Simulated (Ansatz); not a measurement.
# Al2Pt (space group Fm-3m, No. 225)

```xyz
3
Lattice="0.0000 2.9480 2.9480 2.9480 0.0000 2.9480 2.9480 2.9480 0.0000" Properties=species:S:1:pos:R:3 pbc="T T T"
Al     1.4740     1.4740     1.4740
Al     4.4221     4.4221     4.4221
Pt     0.0000     0.0000     0.0000
```

Calculations: plane-wave PAW DFT at the PBEsol level (Ansatz, a quantum-chemistry and plane-wave program, 420 eV), without spin-orbit coupling. k-mesh 14×14×14 (Γ-centred); smearing 0.05 eV (Fermi–Dirac).

| Property | Value |
|---|---|
| Volume per atom | 17.08 Å³ |
| Density | 8.07 g/cm³ |
| Band gap | zero |
| Total energy | -4478.505 eV/atom (σ→0; compares only within this code and set-up) |

No phonon test of stability was made. All final runs are without spin polarisation.
